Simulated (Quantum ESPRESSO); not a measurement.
A self-consistent single point of GaSb3 (Fm-3m, 4 atoms in the cell) with Quantum ESPRESSO.

Method: PBEsol, PseudoDojo standard norm-conserving (PBESOL) pseudopotentials (plane waves; Quantum ESPRESSO 7.5).

The change in words: lattice scaled by 0.98. Reference geometry:
```yaml
crystal:
  lattice:
    - [0.00000, 3.73060, 3.73060]
    - [3.73060, 0.00000, 3.73060]
    - [3.73060, 3.73060, 0.00000]
  atoms:
    - { symbol: Ga, position: [0.00000, 0.00000, 0.00000] }
    - { symbol: Sb, position: [0.25000, 0.25000, 0.25000] }
    - { symbol: Sb, position: [0.75000, 0.75000, 0.75000] }
    - { symbol: Sb, position: [0.50000, 0.50000, 0.50000] }
```

Reference input (self-consistent single point, DFT, PBEsol, plane waves, PseudoDojo standard norm-conserving (PBESOL) pseudopotentials): ecutwfc = 80 Ry; occupations = smearing; smearing = gauss; degauss = 0.0099958 Ry; potentials = {Ga: Ga.upf, Sb: Sb.upf}; K_POINTS = automatic 9 9 9 0 0 0; conv_thr = 1e-11 Ry; mixing_beta = 0.5. This run's input differs from it in these lines:

```diff
@@ -25,10 +25,10 @@
 CELL_PARAMETERS {angstrom}
-   0.000000000     3.730595000     3.730595000
-   3.730595000     0.000000000     3.730595000
-   3.730595000     3.730595000     0.000000000
+   0.000000000     3.655983000     3.655983000
+   3.655983000     0.000000000     3.655983000
+   3.655983000     3.655983000     0.000000000
 ATOMIC_POSITIONS {angstrom}
 Ga    0.000000000    0.000000000    0.000000000
-Sb    1.865297500    1.865297500    1.865297500
-Sb    5.595892500    5.595892500    5.595892500
-Sb    3.730595000    3.730595000    3.730595000
+Sb    1.827991500    1.827991500    1.827991500
+Sb    5.483974500    5.483974500    5.483974500
+Sb    3.655983000    3.655983000    3.655983000
 K_POINTS {automatic}
```

The program printed (abridged):

```
     Self-consistent Calculation

     iteration #  1     ecut=    80.00 Ry     beta= 0.50

     Threshold (ethr) on eigenvalues was too large:
     Diagonalizing with lowered threshold

     total energy              =    -697.22269757 Ry
     estimated scf accuracy    <       0.01145981 Ry

     iteration #  2     ecut=    80.00 Ry     beta= 0.50

     total energy              =    -697.22371700 Ry
     estimated scf accuracy    <       0.00136815 Ry

     iteration #  3     ecut=    80.00 Ry     beta= 0.50

     total energy              =    -697.22388221 Ry
     estimated scf accuracy    <       0.00018715 Ry

   [... 5 blocks of this kind left out ...]

     iteration #  9     ecut=    80.00 Ry     beta= 0.50

     total energy              =    -697.22390254 Ry
     estimated scf accuracy    <          2.0E-11 Ry

     iteration # 10     ecut=    80.00 Ry     beta= 0.50
     End of self-consistent calculation

     the Fermi energy is    12.0140 ev

!    total energy              =    -697.22390254 Ry
     estimated scf accuracy    <          4.2E-13 Ry
     smearing contrib. (-TS)   =      -0.00210155 Ry
     internal energy E=F+TS    =    -697.22180099 Ry

     convergence has been achieved in  10 iterations

     Forces acting on atoms (cartesian axes, Ry/au):

     atom    1 type  1   force =     0.00000000    0.00000000    0.00000000
   [... zero for the other atoms too ...]

     Total force =     0.000000     Total SCF correction =     0.000000

          total   stress  (Ry/bohr**3)                   (kbar)     P=        2.53
   0.00001721   0.00000000   0.00000000            2.53        0.00        0.00
   0.00000000   0.00001721   0.00000000            0.00        2.53        0.00
   0.00000000   0.00000000   0.00001721            0.00        0.00        2.53

   JOB DONE.
```

The run converged in 10 iterations. Against the reference run the free energy goes down by 13.5 meV/atom and the pressure goes from -3.12 to 0.25 GPa.

The starting cell comes from a database of computed structures (which also holds hypothetical and non-ambient phases and stackings), without a prior relaxation at this level. For this run, on top of that: lattice scaled by 0.98. The run gives no clean gap (levels at the Fermi energy touch, overlap or are partly filled at this smearing), which alone does not show that the compound is a metal.

Cost on one core of a shared machine: roughly 2 min.
